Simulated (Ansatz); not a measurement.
A constructed model of the (110) surface of bcc Fe, ferromagnetic, a pseudomorphic layer of Rh in the host's stacking (bottom of the slab: a bare face, its two planes held)

All values below come from PBE (plane waves to 420 eV, PAW; Ansatz, an electronic-structure program).

Set-up: 7 atoms, 12.5 Å thick at the start; mesh 16x16x1; 0.1 eV smearing; dipole correction on; 2 atoms held, the rest relaxed; start symmetry kept, larger cells not searched; spin-polarised, ending with about 14.4 μB a cell; orders that need a larger cell were not tried, no spin-orbit, no U. It is one candidate, not shown to be the stable structure of the face.

```
Item                                                   Result
-----------------------------  ------------------------------
work function of the top face                         5.10 eV
energy released by relaxation                         0.25 eV
magnetic moment of the cell                          14.42 μB
cost                           around 12 core-minutes (rough)
```
